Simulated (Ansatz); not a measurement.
Results of PBEsol in Ansatz (PAW) for SnTe₂ (model structure, started from the CdCl2 type, R-3m, No. 166, 3 atoms in the cell).

Numerical settings: plane-wave cutoff 520 eV, 16×16×16 k mesh, Fermi–Dirac smearing 0.05 eV, scalar-relativistic PAW data made under PBE.

Cell (relaxed at this level):

```yaml
crystal:
  lattice:
    - [2.07011, 1.19518, 6.12432]
    - [-2.07011, 1.19518, 6.12432]
    - [0.00000, -2.39035, 6.12432]
  atoms:
    - { symbol: Sn, position: [0.00000, 0.00000, 0.00000] }
    - { symbol: Te, position: [0.23523, 0.23523, 0.23523] }
    - { symbol: Te, position: [0.76477, 0.76477, 0.76477] }
```

Give the computed bulk modulus B0.


bulk modulus B0: 44.1 GPa

The run finds no gap.

Note: the bulk modulus is −V dP/dV from two relaxed cells at ±2 % in volume; the relaxation could raise the start's symmetry but not lower it, so the cell can be a saddle point.

Spin–orbit coupling is not included; it can open a gap where bands touch, and shift volumes and moduli.

Static lattice: no zero-point or thermal effects.

Computing time: about 7 core-minutes (a rough figure).

A model structure was made by putting elements into a prototype or built by hand; it is no filed structure, need not be a known phase, and can be a saddle point held by its symmetry.

Ansatz is a program for electronic structure.
